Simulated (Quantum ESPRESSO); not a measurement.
**Quick settings and what they miss: YNiGe₂ (Cmcm, 8 atoms in the cell)**

Self-consistent single point.

```
YNiGe2
1.0
    2.02954    -8.26813     0.00000
    2.02954     8.26813     0.00000
    0.00000     0.00000     4.06513
Y Ni Ge
2 2 4
Direct
  0.89184   0.10816   0.25000
  0.10816   0.89184   0.75000
  0.67896   0.32104   0.25000
  0.32104   0.67896   0.75000
  0.54228   0.45772   0.25000
  0.45772   0.54228   0.75000
  0.25065   0.74935   0.25000
  0.74935   0.25065   0.75000
```

Method of the run: PBEsol, PSlibrary PAW (PBE) pseudopotentials (plane waves; Quantum ESPRESSO).

Base settings: ecutwfc = 50 Ry; ecutrho = 350 Ry; occupations = smearing; smearing = marzari-vanderbilt; degauss = 0.0073499 Ry; input_dft = pbesol; K_POINTS = automatic 4 4 4 1 1 1; conv_thr = 1e-11 Ry.

Tight run (finer mesh or higher cutoff; not a proven limit): ecutwfc: 50 Ry → 70 Ry; ecutrho: 350 Ry → 490 Ry; conv_thr: 1e-11 Ry → 7.3e-11 Ry; K_POINTS: automatic 4 4 4 1 1 1 → automatic 6 6 6 1 1 1. It gave Fermi level (on the code's own zero) 11.37 eV; pressure 2.47 GPa; largest force (vector length) 0.178 eV/Å.

Quick runs, as changes from the base:
- A: the base itself
- B: ecutwfc: 50 Ry → 35 Ry; ecutrho: 350 Ry → 245 Ry; smearing: marzari-vanderbilt → gaussian; degauss: 0.0073499 Ry → 0.0099958 Ry
- C: ecutwfc: 50 Ry → 40 Ry; ecutrho: 350 Ry → 280 Ry; smearing: marzari-vanderbilt → methfessel-paxton; degauss: 0.0073499 Ry → 0.019992 Ry; K_POINTS: automatic 4 4 4 1 1 1 → automatic 6 6 6 1 1 1
- D: ecutwfc: 50 Ry → 30 Ry; ecutrho: 350 Ry → 210 Ry; K_POINTS: automatic 4 4 4 1 1 1 → automatic 3 3 3 1 1 1
- E: ecutwfc: 50 Ry → 30 Ry; ecutrho: 350 Ry → 210 Ry; K_POINTS: automatic 4 4 4 1 1 1 → automatic 1 1 1 1 1 1

Energies are extrapolated to zero smearing width, which holds to low order in the width alone (under cold and Methfessel-Paxton smearing the free energy itself is taken).

The count of work is k-points × plane waves × bands × iterations; it is no time. Core times come from one kind of shared machine and are given to one figure; runs under 30 s give none.

The starting cell comes from a database of computed structures (which also holds hypothetical and non-ambient phases and stackings), without a prior relaxation at this level. Its lattice was rescaled by a random factor within 2.5 % of one. Spin polarisation is off. Without a gap this mesh is coarse (it stands for a supercell whose shortest vector is 16 Å).

```
run  energy less tight (meV/atom)  pressure less tight (GPa)  largest miss in a force vector (eV/Å)  count of work / tight  core time / tight (rough)
---  ----------------------------  -------------------------  -------------------------------------  ---------------------  -------------------------
A                            14.1                      -0.29                                  0.257                   0.21                        0.2
B                            33.2                      -0.15                                  0.245                   0.11                        0.1
C                            20.2                      -0.22                                  0.017                   0.43                        0.3
D                            55.3                      -3.30                                  0.518                  0.067                       0.09
E                           406.0                      -2.23                                  2.441                  0.011                       0.09
```

Among the runs at the tight run's level, the energy misses run from 14.1 to 406.0 meV/atom.

Left out of this page: 1 run of the series outside the window shown, repeating another row's setting, or not comparable.
